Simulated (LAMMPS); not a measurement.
Consider a free-standing liquid film of NiAl, 2430 atoms, at 1900 K in molecular dynamics.

Method: classical MD, pair style eam/alloy, file NiAlH_jea.eam.alloy; code LAMMPS.

| z (Å) | number density (Å⁻³), Ni | number density (Å⁻³), Al |
|---|---|---|
| -26.00 | 0.0000 | 0.0000 |
| -25.00 | 0.0000 | 0.0009 |
| -24.00 | 0.0004 | 0.0098 |
| -23.00 | 0.0037 | 0.0368 |
| -22.00 | 0.0177 | 0.0430 |
| -21.00 | 0.0412 | 0.0280 |
| -20.00 | 0.0464 | 0.0259 |
| -19.00 | 0.0387 | 0.0321 |
| -18.00 | 0.0344 | 0.0336 |
| -17.00 | 0.0330 | 0.0339 |
| -16.00 | 0.0338 | 0.0339 |
| -15.00 | 0.0350 | 0.0321 |
| -14.00 | 0.0352 | 0.0326 |
| -13.00 | 0.0351 | 0.0333 |
| -12.00 | 0.0347 | 0.0326 |
| -11.00 | 0.0348 | 0.0334 |
| -10.00 | 0.0355 | 0.0321 |
| -9.000 | 0.0352 | 0.0330 |
| -8.000 | 0.0345 | 0.0327 |
| -7.000 | 0.0352 | 0.0329 |
| -6.000 | 0.0363 | 0.0319 |
| -5.000 | 0.0354 | 0.0325 |
| -4.000 | 0.0345 | 0.0330 |
| -3.000 | 0.0341 | 0.0330 |
| -2.000 | 0.0346 | 0.0334 |
| -1.000 | 0.0336 | 0.0330 |
| 0.000 | 0.0349 | 0.0335 |
| 1.000 | 0.0351 | 0.0325 |
| 2.000 | 0.0358 | 0.0319 |
| 3.000 | 0.0351 | 0.0333 |
| 4.000 | 0.0341 | 0.0331 |
| 5.000 | 0.0358 | 0.0326 |
| 6.000 | 0.0355 | 0.0328 |
| 7.000 | 0.0345 | 0.0329 |
| 8.000 | 0.0352 | 0.0329 |
| 9.000 | 0.0342 | 0.0334 |
| 10.00 | 0.0348 | 0.0325 |
| 11.00 | 0.0353 | 0.0331 |
| 12.00 | 0.0345 | 0.0332 |
| 13.00 | 0.0344 | 0.0335 |
| 14.00 | 0.0339 | 0.0328 |
| 15.00 | 0.0342 | 0.0336 |
| 16.00 | 0.0318 | 0.0343 |
| 17.00 | 0.0329 | 0.0343 |
| 18.00 | 0.0358 | 0.0338 |
| 19.00 | 0.0440 | 0.0284 |
| 20.00 | 0.0463 | 0.0250 |
| 21.00 | 0.0291 | 0.0365 |
| 22.00 | 0.0087 | 0.0448 |
| 23.00 | 0.0013 | 0.0224 |
| 24.00 | 0.0001 | 0.0035 |
| 25.00 | 0.0000 | 0.0001 |
| 26.00 | 0.0000 | 0.0000 |

The data show:
- number density in the middle: 0.0678 Å⁻³
